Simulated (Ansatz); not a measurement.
The reference is CdTe in the zinc blende structure (space group F-43m, No. 216).

```yaml
crystal:
  lattice:
    - [0.00000, 3.20432, 3.20432]
    - [3.20432, 0.00000, 3.20432]
    - [3.20432, 3.20432, 0.00000]
  atoms:
    - { symbol: Cd, position: [0.00000, 0.00000, 0.00000] }
    - { symbol: Te, position: [0.25000, 0.25000, 0.25000] }
```

Cartesian axes are those of the cell as printed.

All numbers come from plane-wave PAW DFT at the LDA level (Ansatz, an electronic-structure program, 420 eV), no SOC.

For the base:

The valley order is Γ 0.61 eV; L along ⟨111⟩ 1.68 eV and the valence-band top at Γ is 0.00, 0.00, 0.00 eV.

Now apply this change: uniaxial strain ε_zz = −1.50 %, all other strain components held at zero, atoms relaxed at fixed cell.

Q: What happens to the valley order?

A: The valley order (the lowest conduction-band minima on the path, energy above the VBM, named in the base's zone) becomes Γ 0.62 eV; L along [1-11] 1.66 eV (base: Γ 0.61 eV; L along ⟨111⟩ 1.68 eV).

Q: What does the calculation give for the valence-band top at Γ after the change?

A: The valence-band top at Γ (three highest levels, from the VBM) goes from 0.00, 0.00, 0.00 eV to 0.00, -0.05, -0.05 eV.

Q: Estimate the effect on the energy relative to the base.

A: The energy grows by 1.4 meV/atom.

Spin-orbit coupling, missing from the scalar runs, can matter with Te. The levels and masses belong to the bands next to the band gap. Whether these cells are dynamically stable was not tested.
